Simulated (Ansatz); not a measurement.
**CdI2: band gap against strain**

CdI2 (1T layered, P-3m1, 35.443 Å³/atom at rest, c along z) under an equal strain ε along all three axes. PBE-D3(BJ) in Ansatz, a plane-wave DFT program (PAW, default set), 420 eV, 9×9×5 Γ-centred mesh, Fermi-Dirac smearing 0.05 eV; ions are relaxed within the symmetry of each cell. Gaps are the smallest over the k-mesh and a band path, without spin-orbit coupling; in all rows the valence edge lies at about 0.3 Å⁻¹ from Γ and the conduction edge at about 0.9 Å⁻¹ from Γ.

Here s stands for strain and Eg for gap.

| strain (%) | gap (eV) |
|---|---|
| -3.00 | ? |
| -1.50 | 2.22 |
| -1.00 | 2.25 |
| -0.50 | 2.27 |
| 0.00 | 2.30 |

Problem. Fit Eg against s with a straight line, and predict the withheld value at s = -3.00.

Solution. Means: s -0.75000, Eg 2.260. About the means, the sum of products is 0.065000 and the sum of squares of s is 1.2500; the slope is their ratio. Least squares gives Eg = 2.299 + 0.0520·s. Residuals (row less fit): -0.001, 0.003, -0.003, 0.001; standard error 0.003 (degrees of freedom: 2). Over these rows the gap moves by 5.2 ± 0.3 eV per unit strain, or 1.7 eV per unit of ln V. At the withheld row, Eg = 2.299 + 0.0520 × (-3.0) = 2.143 eV. The calculation gives 2.13 eV, 0.013 eV below the prediction (7.6 % of the range of Eg in the table). The row lies outside the fitted rows, so this is an extrapolation. The fitted rows scatter only by rounding.

Other structures, which can take over under pressure, weren't tried. Spin-orbit coupling is left out, which can shift this property for CdI2. Rows are the converged runs of the series near zero and its far end; series whose fitted rows scatter by over a few per cent of the range, as at a crossing or softening among them, aren't shown in this form. Most that stay on the fit to the last digits aren't either.
